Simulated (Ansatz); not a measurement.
# Defect calculation: Sb on the Si site + C on the Si site in silicon

Method: PBE, PAW (plane waves to 420 eV; Ansatz, an electronic-structure program). Cell: 64 sites, 2×2×2; final energies on a 2×2×2 shifted mesh. Sites at the start: the Si site; Si 2.37 Å away. Energies of charged states are corrected for periodic images (point charge plus alignment at distant sites). Dielectric constants: PBE linear response of the host. Host gap at this level: 0.61 eV. These values are not converged in cell size to better than tenths of an eV. PBE underestimates the host's gap, which shifts levels and can delocalise carriers. Spin–orbit coupling is left out, which matters for these heavy elements. Each state is the lowest found from its start.

```json
[
 {"charge": "+1", "moment (μB)": "not spin-polarised", "point group": "C3v", "largest move off a lattice site (Å)": "0.30", "image correction with alignment (eV)": "0.21"},
 {"charge": "0†", "moment (μB)": "fractional", "point group": "–", "largest move off a lattice site (Å)": "0.33", "image correction with alignment (eV)": "0.00"},
 {"charge": "−1†", "moment (μB)": "not spin-polarised", "point group": "–", "largest move off a lattice site (Å)": "0.72", "image correction with alignment (eV)": "0.05"}
]
```

† Not settled in this cell, so no level is given: charge 0: fractional moment, a level filled in part, carriers not clearly localised, level within 0.1 eV of a band edge or past it; charge −1: level within 0.1 eV of a band edge or past it.

Point groups are those of the whole cell at tolerances of 0.03 and 0.1 Å ("near" where only the looser one holds); none is given for unsettled states.

Starting moments that weren't kept: charge 0 began with 1 μB and ended with 0.5.

All states together cost roughly 60 core-minutes.
